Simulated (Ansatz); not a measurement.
Consider YN in the rock salt structure (space group Fm-3m, No. 225).

```
CELL_PARAMETERS angstrom
      0.00000     2.42806     2.42806
      2.42806     0.00000     2.42806
      2.42806     2.42806     0.00000
ATOMIC_POSITIONS crystal
  Y  0.50000 0.50000 0.50000
  N  0.00000 0.00000 0.00000
```

Cartesian axes are those of the cell as printed.

The values are results of PBEsol, PAW, 420 eV (Ansatz, an electronic-structure program; without spin-orbit coupling), not measurements.

For the base:

- Volume per atom: 14.31 Å³
- Pressure: 0.0 GPa
- Band gap: 0.08 eV

The change: biaxial strain +3.61 %, plane normal [001], relaxed out of plane (Cartesian); in-plane vectors clamped, the third vector and the atoms free.

**Question.** Predict the new volume per atom.

**Answer.** The volume per atom increases by 0.81 Å³ to 15.12 Å³.

**Question.** Estimate the effect on the pressure.

**Answer.** The pressure (mean of the normal stresses, compression positive) goes from zero to -7.4 GPa.

**Question.** Estimate the effect on the energy relative to the base.

**Answer.** The energy rises by 39 meV/atom.

**Question.** Estimate the effect on the band gap.

**Answer.** The band gap goes from 0.08 eV to zero.

The mesh was chosen for an insulator and is coarse for the gapless case. No phonon test of stability was made. The base started in Pnma and relaxed to Fm-3m at this level. All final runs are without spin polarisation. The zero or small gap of YN can change with the level of theory.
